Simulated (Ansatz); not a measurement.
Checking a run of Ansatz (a quantum-chemistry and plane-wave program) on Ta (I4_1/amd, 2 atoms in the cell). The aim is a self-consistent single point with DFT, PBE, plane waves, default PAW files.

Cell that was meant: a = 3.8607 Å, b = 3.8607 Å, c = 3.8607 Å, α = 97.44°, β = 97.44°, γ = 137.81°.

Part of the input:

Ansatz 0.2 input:
```yaml
    - [2.54695500, -2.54695500, 1.38964900]
    - [2.54695500, 2.54695500, -1.38964900]
  atoms:
    - { symbol: Ta, position: [0.00000000, 2.54695500, 0.69482400] }
    - { symbol: Ta, position: [0.00000000, 0.00000000, 0.00000000] }
kpoints:
  mp_grid: { grid: [9, 9, 9] }
```

Output, abridged:

```
WARN basis.ecutwfc = 420 eV, the default
WARN ansatz: RAYON_NUM_THREADS=1 ignored (pool sized by the plan → 1); use --threads N
   [... lines left out ...]
Bands: 17, of which v1, the nominal top of the filled ones, is band 13 counted from 1 (12 counted from 0)
Symmetry: 2 space group operations
Space group: P-1 (ITA 2), of the structure as read, at distance tolerance 3.3e-5 Å
k-points: 365 of 729
Initial density: superposition of atomic densities (neutral atoms: chi_scale 0, normalization atom), corrected by the library's trained network
Initial wavefunctions: pseudopotential atomic-orbital guess
Eigensolver: davidson
Functional: x = pbe(κ = 0.804, μ = 0.2195149727645171), c = pbe(β = 0.06672455060314922)
SCF iter   1: F=—  HF=-19858.144862 eV  |F-HF|=—  |Δ(HF+E_count)|=         —  Δρ=2.09e-2  dr2=1.49e-1  ethr=1.77e-3  ⟨swp⟩=5.0  Hψ=29856  notcnv=0
all-band conjugate gradients solve this SCF's bands
preconditioner: auto → Kerker (q_TF=auto, 2.584 Å⁻¹)
SCF iter   2: F=—  HF=-19858.114452 eV  |F-HF|=—  |Δ(HF+E_count)|=   3.04e-2  S|Δr|=    0.00e0  Δρ=1.16e-2  dr2=4.44e-2  ethr=5.73e-4  ⟨swp⟩=1.0  Hψ=9125  notcnv=0
   [... lines left out ...]
SCF iter   4: F=—  HF=-19858.104274 eV  |F-HF|=—  |Δ(HF+E_count)|=   1.17e-5  S|Δr|=    0.00e0  Δρ=2.67e-4  dr2=3.31e-5  ethr=2.21e-6  ⟨swp⟩=2.5  Hψ=11215  notcnv=0
SCF iter   5: F=—  HF=-19858.104271 eV  |F-HF|=—  |Δ(HF+E_count)|=   2.81e-6  S|Δr|=    0.00e0  Δρ=6.04e-5  dr2=1.74e-6  ethr=1.27e-7  ⟨swp⟩=2.4  Hψ=9408  notcnv=0
SCF iter   6: F=-19858.104271 eV  HF=-19858.104271 eV  |F-HF|=1.05e-8  |Δ(HF+E_count)|=   3.09e-7  S|Δr|=    0.00e0  Δρ=8.34e-6  dr2=2.59e-8  ethr=3.85e-10  ⟨swp⟩=4.5  Hψ=30470  notcnv=0
SCF 1 converged in 6 iterations: F = -19858.104271 eV  dr2 = 2.59e-8
Stability not checked (fill_not_monotonic)
Free energy (F): -19858.104271 eV
Internal energy: -19858.104826 eV  (E = F + TS)
E sigma→0 (E₀):  -19858.104456 eV
Entropy (-TS):   0.000555 eV (0.278 meV/atom)
Fermi energy:    18.734518 eV
--- Forces (eV/Å), atoms counted from 1 ---
  atom   1  Ta   -14.06725859     0.32982874    -2.48855156
  atom   2  Ta    14.06725859    -0.32982874     2.48855156
--- Stress (GPa, compression-positive) ---
      108.608503     -43.741831      26.626073
      -43.741817      31.184471      -6.731145
       26.626068      -6.731145      35.126584
  P = ⅓ Tr σ = 58.3065 GPa (583.065 kbar)
  The stress holds the Pulay correction. Without it, at fixed plane waves, as pw.x and ABINIT print it: P = 58.2233 GPa
```

Q: Is anything amiss in this input, and did it matter?

A: The run is not sound. The fault is fractional and Cartesian coordinates mixed up. The same three numbers mean different points as fractional and as Cartesian coordinates. To fix it, make label and numbers agree, by changing either. The run converged in 6 iterations without an error; against the sound input the free energy goes up by 2.35 eV/atom, the pressure goes from 16.31 to 58.31 GPa and the largest force goes from 0.000 to 14.29 eV/Å.

The sound input it was made from differs as follows (other fixes are possible):
```diff
-    - { symbol: Ta, position: [0.00000000, 2.54695500, 0.69482400] }
+    - { symbol: Ta, position: [0.75000000, 0.25000000, 0.50000000] }
```

With that input, the run converged in 6 iterations: free energy E − TS (on the zero of these files) -19862.8086 eV; Fermi level (on the code's own zero) 19.00 eV; pressure 16.31 GPa (DFT, PBE, plane waves, default PAW files).

On the sound input: the starting cell was generated: these elements placed on a structure prototype, without a prior relaxation; it need not be a known phase or ordering of this composition. Its lattice was rescaled by a random factor within 2.5 % of one. Spin-orbit coupling is off. Spin polarisation is off. With a pressure of about 16 GPa the cell is away from its equilibrium volume at this level. Ansatz's pressure includes its estimate of the finite-basis (Pulay) stress.
